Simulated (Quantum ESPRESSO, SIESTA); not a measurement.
A Quantum ESPRESSO input for a self-consistent single point of MgSc (Pm-3m, 2 atoms in the cell) (DFT, LDA (PW92), plane waves, PseudoDojo standard norm-conserving (LDA) pseudopotentials):

```fortran
&control
    calculation = 'scf'
    prefix = 'mgsc'
    outdir = './work'
    pseudo_dir = './'
    tprnfor = .true.
    tstress = .true.
/
&system
    ibrav = 1
    celldm(1) = 6.79092169
    nat = 2
    ntyp = 2
    ecutwfc = 85
    occupations = 'smearing'
    smearing = 'fd'
    degauss = 0.0073499
/
&electrons
    conv_thr = 1.0e-11
    mixing_beta = 0.4
/
ATOMIC_SPECIES
Mg    24.3050  Mg.upf
Sc    44.9559  Sc.upf
ATOMIC_POSITIONS crystal
Mg    0.00000000    0.00000000    0.00000000
Sc    0.50000000    0.50000000    0.50000000
K_POINTS automatic
12 12 12  0 0 0
```

Give the SIESTA input for the same structure, mesh, smearing and functional.

One input that does it (others would too):

```
# files in the folder: Mg.psml Sc.psml (PseudoDojo LDA standard)
SystemName  MgSc
SystemLabel siesta

NumberOfAtoms                2
NumberOfSpecies              2
%block ChemicalSpeciesLabel
  1 12 Mg
  2 21 Sc
%endblock ChemicalSpeciesLabel
LatticeConstant              1.0 Bohr
%block LatticeVectors
     6.790921691    0.000000000    0.000000000
     0.000000000    6.790921691    0.000000000
     0.000000000    0.000000000    6.790921691
%endblock LatticeVectors
AtomicCoordinatesFormat      ScaledCartesian
%block AtomicCoordinatesAndAtomicSpecies
     0.000000000    0.000000000    0.000000000  1
     3.395460846    3.395460846    3.395460846  2
%endblock AtomicCoordinatesAndAtomicSpecies

XC.functional                LDA
XC.authors                   PW92
PAO.BasisSize                DZP
PAO.EnergyShift              0.005 Ry
MeshCutoff                   300 Ry
%block kgrid.MonkhorstPack
   12   0   0  0.0
    0  12   0  0.0
    0   0  12  0.0
%endblock kgrid.MonkhorstPack
OccupationFunction           FD
ElectronicTemperature        0.1 eV

MaxSCFIterations             150
SCF.Mixer.Method             Broyden
SCF.Mixer.Weight             0.25
SCF.Mixer.History            8
SCF.DM.Tolerance             1.0E-05
Diag.ParallelOverK           true
WriteForces                  true
```

Basis, cutoffs, solver keys and any potentials are the target program's own. This input uses DFT, LDA PW92, numerical atomic orbitals DZP, PseudoDojo LDA standard norm-conserving potentials (rewritten from UPF to PSML). LDA parametrisations can differ slightly between programs. Both were run: pressure -3.27 GPa in Quantum ESPRESSO and -2.44 in SIESTA.

On Quantum ESPRESSO: the starting cell comes from a database of computed structures (which also holds hypothetical and non-ambient phases and stackings), without a prior relaxation at this level. Its lattice was rescaled by a random factor within 2.5 % of one. For this run, on top of that: lattice scaled by 0.98. With a pressure of about -3 GPa the cell is away from its equilibrium volume at this level.

On SIESTA: the starting cell comes from a database of computed structures (which also holds hypothetical and non-ambient phases and stackings), without a prior relaxation at this level. Its lattice was rescaled by a random factor within 2.5 % of one. For this run, on top of that: lattice scaled by 0.98. Values carry the incompleteness of an atom-centred basis.
